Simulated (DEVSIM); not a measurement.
Structure: Al/Al2O3/n-Si capacitor, at 300 K.

```csv
layer (left to right),material,thickness (nm),Nd (cm⁻³)
1,Al2O3,14.0,-
2,Si,7900,5.3e15
```

Metal gate on the left, work function 4.1 eV. Fixed charge at the semiconductor interface 0 cm⁻² (in units of +e); no interface traps.

Constants are typed, rounded textbook-type inputs, not results; the design itself was drawn at random and stands for no fabricated device. Values at 300 K.

```tsv
parameter	Al2O3	Si
gap (eV)	6.8	1.124
affinity (eV)	1.35	4.05
permittivity	9	11.7
Nc (cm⁻³)	-	2.86e19
Nv (cm⁻³)	-	3.1e19
```

DEVSIM, 1D Poisson equation in equilibrium, Boltzmann statistics, complete ionisation; no quantum confinement or tunnelling. Metal contacts follow the ideal Schottky-Mott rule: no Fermi-level pinning, no interface dipoles.

The substrate doping was swept, all else fixed.

| substrate doping (cm^-3) | minimum of the low-frequency capacitance (μF/cm²) | threshold voltage (band bending 2φF) (V) | flat-band voltage (V) |
|---|---|---|---|
| 2.6e14 | 0.00741 | -0.78 | -0.25 |
| 5.3e14 | 0.0101 | -0.81 | -0.23 |
| 1.1e15 | 0.0142 | -0.83 | -0.21 |
| 2.6e15 | 0.0204 | -0.87 | -0.19 |
| 5.3e15 | 0.0275 | -0.91 | -0.17 |
| 1.1e16 | 0.0384 | -0.96 | -0.15 |

From the first row to the last the minimum of the low-frequency capacitance goes from 0.00741 to 0.0384. From the first row to the last the threshold voltage (band bending 2φF) goes from -0.78 to -0.96.
